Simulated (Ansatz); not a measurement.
Consider TiAl (space group P4/mmm, No. 123).

```xyz
2
Lattice="2.8129 0.0000 0.0000 0.0000 2.8129 0.0000 0.0000 0.0000 4.0584" Properties=species:S:1:pos:R:3 pbc="T T T"
Al     1.4065     1.4065     2.0292
Ti     0.0000     0.0000     0.0000
```

Cartesian axes are those of the cell as printed.

Computed with r2SCAN/PAW in Ansatz (a first-principles code), without spin-orbit coupling.

Before the change:

| Quantity | Value |
|---|---|
| Pressure | 0.0 GPa |

Now apply this change: a pure shear with ε_yz = ε_zy = -0.0364; the atoms relax in the strained cell.

Problem. What happens to the energy relative to the base and pressure?

Solution. The energy goes up by 33 meV/atom; the pressure (mean of the normal stresses, compression positive) goes from zero to 0.8 GPa.

Without a gap, meshes like the base's 16×16×12 leave anisotropic stresses uncertain by several tenths of a GPa, and small strain energies with them. No phonon test of stability was made. The final runs are not spin-polarised.
